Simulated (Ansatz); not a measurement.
Structure of amorphous Ta$_{8}$Si$_{10}$O$_{40}$ (periodic cell):

```xyz
58
Lattice="9.6528 0.0453 -0.1154 0.0453 9.2126 0.2988 -0.1154 0.2988 9.2984" Properties=species:S:1:pos:R:3 pbc="T T T"
Ta     8.1632     4.1242     0.2725
Ta     5.5980     0.1751     1.6814
Ta     0.5719     6.8588     1.8162
Ta     2.4228     6.1534     7.5530
Ta     2.4024     9.2360     9.2417
Ta     7.3431     1.0063     7.8430
Ta     8.3744     6.9549     6.6660
Ta     3.3659     6.9743     3.8309
Si     4.6877     8.8422     6.7650
Si     9.4379     1.8789     5.0496
Si     1.4969     3.1652     8.6912
Si     2.5429     0.6463     4.3918
Si     2.7650     2.9833     2.3859
Si     6.1037     5.0991     4.8712
Si     8.3499     8.8310     3.7801
Si     5.5581     5.9215     7.4283
Si     0.0496     4.0999     3.3779
Si     5.6930     3.5851     2.3857
O      6.7603     8.8749     3.4590
O      5.6632     0.8042     7.0198
O      8.9762     8.1022     2.4796
O      5.0376     6.0391     4.0777
O      7.1102     5.7691     8.0414
O      8.6704     8.1160     5.2094
O      2.3493     2.8168     0.8364
O      8.5252     1.5979     6.3855
O      4.2392     5.9390     8.3506
O      1.6142     3.6957     3.2314
O      5.3892     4.7256     6.3113
O      1.5939     1.6035     8.1601
O      4.1004     3.9036     2.4451
O      3.0165     1.5367     3.1036
O      6.8296     9.0936     0.5687
O      0.4192     6.2894     7.0376
O      1.8040     7.2289     9.0980
O      3.3579     8.4514     7.6351
O      1.4131     8.6842     1.4099
O      7.3544     2.6908     8.7467
O      8.2129     8.4539     7.8875
O      4.0079     0.2920     5.1168
O      1.3901     1.3895     5.2978
O      9.1646     5.8468     0.5579
O      8.8792     1.1268     3.7026
O     -0.0107     5.7129     3.3188
O      5.6315     7.4686     6.6950
O      6.3592     3.8335     3.8649
O      7.4966     5.7971     5.3419
O      4.3592     8.1633     2.7716
O      8.8440     3.5630     1.9702
O     -0.0169     3.6988     8.7926
O      5.7789     1.9873     2.0411
O      4.0544     0.3293     0.3551
O      9.2870     3.4735     4.6949
O      2.9297     6.4058     5.7649
O      2.0664     8.3936     4.2289
O      2.3495     6.2307     2.4688
O      2.2248     4.2675     7.7192
O      6.4480     4.3891     1.1926
```

All values below come from PBE, scalar-relativistic without spin-orbit coupling (plane waves to 420 eV, PAW; Ansatz, a program for electronic structure).

It comes from a melt-quench run on a machine-learned potential (CHGNet), relaxed afterwards by DFT. O atoms were pushed apart under 1.9 Å during the dynamics, to hinder bonds among them. The hot cell started wider than the set density and was brought back towards it in steps. It is the lowest in DFT energy of 2 quenches. It is a model cell: composition and starting density were chosen by hand, and all elements were melted together. No dispersion term was used. Its density started from a set value of 4.76 and ended at 4.76 g/cm³. The quench (nominally 1400 K/ps over its main leg) was far faster than any real one, so the model tends to hold more defects than a real film. One small periodic cell is one sample of the glass; other quenches scatter about these values. The volume was held where the preparation left it and the shape relaxed, at a PBE pressure of 0.2 GPa.

Bonds are counted up to Ta-Ta 3.12 Å, Ta-Si 2.78 Å, Ta-O 2.60 Å, Si-Si 2.60 Å, Si-O 1.90 Å, O-O 1.58 Å. Two cations that share two anions don't count as bonded, nor two that share one unless they lie closer than Ta-Ta 3.04 Å, Ta-Si 2.71 Å, Si-Si 2.38 Å.

Task: Give the coordination numbers, mean bond lengths and angles.

Result: 
The mean coordination of Ta by anions is 5.38 (5 with 5, 3 with 6) and the mean coordination of Si by anions is 4.00 (10 with 4). The mean coordination of O comes out as 2.08 (37 with 2, 3 with 3). The mean Ta-O bond comes out as 1.984 Å (spread 0.137 Å, 43 counted) and the mean Si-O bond is 1.637 Å (spread 0.021 Å, 40 counted). The bond angle at Ta is mean 105.2°, spread 26.5° and the bond angle at Si comes out as mean 109.5°, spread 5.2°. The bond angle at O is mean 138.5°, spread 18.1°.

Task: Which atoms depart from the most common coordination of their element?

Result: Ta1 has 6 (O49 1.91 Å, O50 1.94 Å, O58 1.96 Å, O42 2.01 Å, O38 2.04 Å, O23 2.24 Å); Ta3 has 6 (O42 1.88 Å, O21 1.90 Å, O44 1.98 Å, O56 2.00 Å, O37 2.05 Å, O35 2.43 Å); Ta4 has 6 (O54 1.88 Å, O57 1.90 Å, O35 1.98 Å, O27 2.00 Å, O34 2.07 Å, O36 2.48 Å); O23 has 3 (Si16 1.68 Å, Ta7 2.21 Å, Ta1 2.24 Å); O35 has 3 (Ta4 1.98 Å, Ta5 2.10 Å, Ta3 2.43 Å); O36 has 3 (Si9 1.64 Å, Ta5 2.03 Å, Ta4 2.48 Å).

Task: List the pairs of like atoms that count as bonded by the rules above.

Result: There are none by these rules.
